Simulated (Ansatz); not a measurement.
Space group P4/nmm, origin choice 1 (No. 129); a = 3.4663 Å, b = 3.4663 Å, c = 6.2733 Å, α = 90.00°, β = 90.00°, γ = 90.00°

| atom | site | symmetry | x | y | z |
|---|---|---|---|---|---|
| Hf | 2c | 4mm | 0.5000 | 0.0000 | 0.1481 |
| Au | 2c | 4mm | 0.0000 | 0.5000 | 0.3727 |

HfAu (P4/nmm), PBEsol, DFPT electron-phonon coupling, linearised Boltzmann equation (plane waves, PAW, scalar-relativistic; Ansatz, a first-principles code): the phonon-limited resistivity at 300 K is 13.3 μΩ·cm (x, the basal plane), 13.3 μΩ·cm (y, the basal plane), 22.4 μΩ·cm (z, c). Third figures are kept for the arithmetic.

### Question
Bound the resistivity of a random, dense polycrystal without boundary scattering, and give the anisotropy.

### Answer
Largest over smallest: 1.68. Upper bound, grains in series: (13.3 + 13.3 + 22.4)/3 = 16.3 μΩ·cm. Lower bound, grains side by side: 3/Σ(1/ρ) = 15.4 μΩ·cm. The best single-crystal direction lies 14 % under the lower bound.

### Question
The current-weighted mean free path is 9.43 nm along x and 8.91 nm along z. How does ρ₀ℓ differ between these directions?

### Answer
x: 13.3 × 9.43 = 12.5×10⁻¹⁶ Ω·m²; z: 22.4 × 8.91 = 20.0×10⁻¹⁶ Ω·m², a ratio of 1.59. The size effect in a wire also hangs on the velocities towards its walls, so the isotropic formulas don't carry over to this crystal.

A metal at this level (no band gap). Only scattering by harmonic phonons is included (no impurities, grain boundaries, electron-electron scattering or thermal expansion). Spin-orbit coupling is left out, which matters with elements this heavy. Halving the electron mesh (24x24x16) moves the resistivity by up to 6 % at 300 K, the mean free path by up to 2 %. Smearing 0.20 eV; phonons on a 4x4x3 q mesh, which this run doesn't test.

Computed structure with no diffraction record at hand here (it may be known, metastable or hypothetical): HfAu (P4/nmm).
